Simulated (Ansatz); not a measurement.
**WRe (model structure, started from the CuAu type, P4/mmm, No. 123, 2 atoms in the cell)**

All values below come from LDA in Ansatz (PAW).

Run with plane-wave cutoff 520 eV, 20×20×16 k mesh (along the axes of the cell as run), Fermi–Dirac smearing 0.05 eV, no spin polarisation, scalar-relativistic PAW data made under PBE.

Cell (relaxed at this level):

```
ReW
1.0
    2.78186     0.00000     0.00000
    0.00000     2.78186     0.00000
    0.00000     0.00000     3.87056
W Re
1 1
Direct
  0.50000   0.50000   0.50000
  0.00000   0.00000   0.00000
```

```yaml
bulk_modulus: 356 GPa
```

Note: the run has no spin polarisation, so it can have missed a magnetic state; the bulk modulus is −V dP/dV from two relaxed cells at ±2 % in volume; the relaxation could raise the start's symmetry but not lower it, so the cell can be a saddle point.

Spin–orbit coupling is not included.

Static lattice: no zero-point or thermal effects.

Cost on a shared machine: around 3 core-minutes (rough).

A model structure was made by putting elements into a prototype or built by hand; it is no filed structure, need not be a known phase, and can be a saddle point held by its symmetry.

Ansatz is a program for electronic structure.
